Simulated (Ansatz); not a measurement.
# Na3OBr (Pm-3m, No. 221, 5 atoms in the cell; start mp-985586)

Level of theory: PBEsol (Ansatz, a program for electronic structure, PAW).

Numerical settings: plane-wave cutoff 520 eV, 8×8×8 k mesh, Fermi–Dirac smearing 0.01 eV, scalar-relativistic PAW data made under PBE.

Cell (relaxed with PBEsol):

```cif
data_BrNa3O
_chemical_formula_sum 'Na3 Br1 O1'
_space_group_name_H-M_alt 'Pm-3m'
_space_group_IT_number 221
_space_group_name_Hall '-P 4 2 3'
_cell_length_a 4.54255
_cell_length_b 4.54255
_cell_length_c 4.54255
_cell_angle_alpha 90.000
_cell_angle_beta 90.000
_cell_angle_gamma 90.000
loop_
_atom_site_label
_atom_site_type_symbol
_atom_site_symmetry_multiplicity
_atom_site_Wyckoff_symbol
_atom_site_fract_x
_atom_site_fract_y
_atom_site_fract_z
_atom_site_occupancy
Na1 Na 3 c 0.00000 0.50000 0.50000 1
Br1 Br 1 a 0.00000 0.00000 0.00000 1
O1 O 1 b 0.50000 0.50000 0.50000 1
```

| Quantity | Result |
|---|---|
| band gap | 1.94 eV (direct) |

Spin–orbit coupling is not included.

The computed numbers hold no vibrational or temperature effects.

Computing time: around 17 core-seconds (rough).

A start named mp-… is a Materials Project structure, which need not be a measured phase.
